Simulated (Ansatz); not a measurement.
Base system: AlN in the wurtzite structure (space group P6_3mc, No. 186; a = 3.107 Å, c = 4.978 Å). Axes: x lies along a and z along c of the hexagonal cell.

All numbers come from r2SCAN (Ansatz, a quantum-chemistry and plane-wave program; PAW; 500 eV plane waves; no spin-orbit coupling).

It is then changed as follows: the cell is compressed by 2.75 % along x with no lateral relaxation, atoms relaxed at fixed cell.

Task: Predict the stress tensor and what it implies for the stiffness.

Result: Stress of the strained cell less that of the base (GPa, compression positive):
```
  12.00    0.00    0.00
   0.00    4.01    0.00
   0.00    0.00    3.01
```

Then −Δσ_ii/ε with ε = -0.0275 gives secant stiffness values (nonlinear terms included at this strain): C11 ≈ 436 GPa, C12 ≈ 146 GPa and C13 ≈ 110 GPa.

As a check, the harmonic strain energy −½ V₀ Δσ:ε is 11 meV/atom; the computed energy rise is 10 meV/atom.

No phonon test of stability was made.
